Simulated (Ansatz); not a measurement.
**Evanescent states of KF (Fm-3m, rock salt, 2 atoms a cell, 18.7 Å³ an atom) along the normal of (111)**

Level of theory: r2SCAN (plane waves, PAW; Ansatz, a program for electronic structure).

The gap is the functional's own. No spin-orbit coupling. Mid-gap values are those at the computed energy nearest the middle.

Energies count from the valence-band top; κ is the least over a 12×12 mesh across the current.

```
E (eV)  κ (1/Å)  where
------  -------  -----
0.15      0.250      Γ
0.47      0.397      Γ
0.78      0.474      Γ
1.08      0.523      Γ
1.40      0.555      Γ
1.71          …      Γ
2.02          …      Γ
2.33          …      Γ
2.63          …      Γ
2.94          …      Γ
3.25          …      Γ
3.56          …      Γ
3.88          …      Γ
4.18          …      Γ
4.50          …      Γ
4.80          …      Γ
5.12          …      Γ
5.42      0.430      Γ
5.74      0.389      Γ
6.04      0.341      Γ
6.36      0.279      Γ
6.67      0.194      Γ
```

What belongs in the gaps?


- 1.71, κ (1/Å): 0.575
- 2.02, κ (1/Å): 0.588
- 2.33, κ (1/Å): 0.593
- 2.63, κ (1/Å): 0.594
- 2.94, κ (1/Å): 0.591
- 3.25, κ (1/Å): 0.583
- 3.56, κ (1/Å): 0.572
- 3.88, κ (1/Å): 0.557
- 4.18, κ (1/Å): 0.540
- 4.50, κ (1/Å): 0.518
- 4.80, κ (1/Å): 0.493
- 5.12, κ (1/Å): 0.464
